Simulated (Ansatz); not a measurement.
Base system: GaN in the wurtzite structure (space group P6_3mc, No. 186; a = 3.152 Å, c = 5.138 Å). Axes: x lies along a and z along c of the hexagonal cell.

Method: Kohn–Sham DFT with the LDA functional, run in Ansatz (an electronic-structure program) with PAW and 420 eV plane waves, no spin-orbit coupling.

Before the change:

| Quantity | Value |
|---|---|
| Gap character | direct at Γ |
| Pressure | 0.00 GPa |
| Electron mass | 0.18 mₑ along c, 0.20 mₑ across (at Γ) |
| Band gap | 2.13 eV |

Modification: uniaxial strain ε_xx = −2.40 %, all other strain components held at zero, atoms relaxed at fixed cell.

Q: Estimate the effect on the gap character.

A: The gap character remains direct at Γ.

Q: Estimate the effect on the pressure.

A: The pressure (mean of the normal stresses, compression positive) goes from zero to 5.13 GPa.

Q: What does the calculation give for the electron mass after the change?

A: The electron mass becomes 0.18 mₑ along z, 0.21 mₑ across (at Γ) (base: 0.18 mₑ along c, 0.20 mₑ across (at Γ)).

Q: How does this affect the energy relative to the base?

A: The energy rises by 7.5 meV/atom.

Q: Predict the new band gap.

A: The band gap grows by 0.03 eV (2.13 eV → 2.16 eV).

Masses are band curvatures over ±0.01 Å⁻¹ around the edge. Whether these cells are dynamically stable was not tested. Labels are those of the standard path for the cell's own space group.
